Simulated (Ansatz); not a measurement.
**MoRh: response to strain**

Take MoRh (space group Pmma, No. 51; a = 4.383 Å, b = 2.722 Å, c = 4.780 Å; a cell from a computed database, its experimental status unchecked; relaxed with 0.1 eV smearing) as the base. Axes: x, y, z lie along a, b, c of the conventional cell.

Strains are applied to the cell and any free atomic positions relax; under biaxial strain the out-of-plane vector relaxes too; under stress the whole cell relaxes.

Calculations: plane-wave PAW DFT at the PBEsol level (Ansatz, a program for electronic structure, 420 eV), no SOC.

Notes on the quantities. energy relative to the base: free energy F; pressure: mean of the normal stresses, compression positive.

| case | energy relative to the base | pressure | shortest interatomic distance |
|---|---|---|---|
| base | 0 meV/atom | 0.0 GPa | 2.685 Å |
| biaxial strain +3.14 %, plane normal [001], relaxed out of plane | – | -10.8 GPa | 2.724 Å |
| isotropic strain +3.66 % | +138 meV/atom | -24.6 GPa | 2.780 Å |
| uniaxial strain ε_xx = +5.26 % | +60 meV/atom | -13.1 GPa | 2.722 Å |
| uniaxial stress, 1 GPa tension along z | +0.1 meV/atom | – | 2.684 Å |

Beyond what the load breaks, stability against distortions was not tested. The final runs are not spin-polarised.
